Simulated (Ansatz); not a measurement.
NaCl in the rock salt structure: three-phonon plus isotope scattering at 300 K, which omits the four-phonon, boundary and defect scattering of a real crystal, from Ansatz (plane waves, PAW) with several functionals, beside measured values. Phonon and k meshes: LDA 6×6×6 / 6×6×6; PBEsol 6×6×6 / 6×6×6; PBE 6×6×6 / 6×6×6. Unless called populations, κ holds the coherence term between modes besides the Boltzmann populations. Scattering mesh 15×15×15. Misses against the measured value stand in brackets.

| quantity | LDA | PBEsol | PBE | measured |
|---|---|---|---|---|
| lattice thermal conductivity (W/(m K)) | 10.9 (+54 %) | 8.61 (+21 %) | 7.46 (+5 %) | 7.10 |

Static volumes: LDA 20.39, PBEsol 21.98, PBE 23.10 Å³/atom. The lattice thermal conductivity falls with the volume in this order; PBE lies closest to the measured value, and PBE is high by 5 %.

These misses hold whatever the vibrational approximation and the meshes add; that part was not separated from the functional's.

Measured values: Cormac Toher, Corey Oses, Jose J. Plata et al., Physical Review Materials (2017), arXiv:1611.05714.

The PAW data sets were generated under PBE and serve the other functionals too.

Ansatz is a first-principles code.
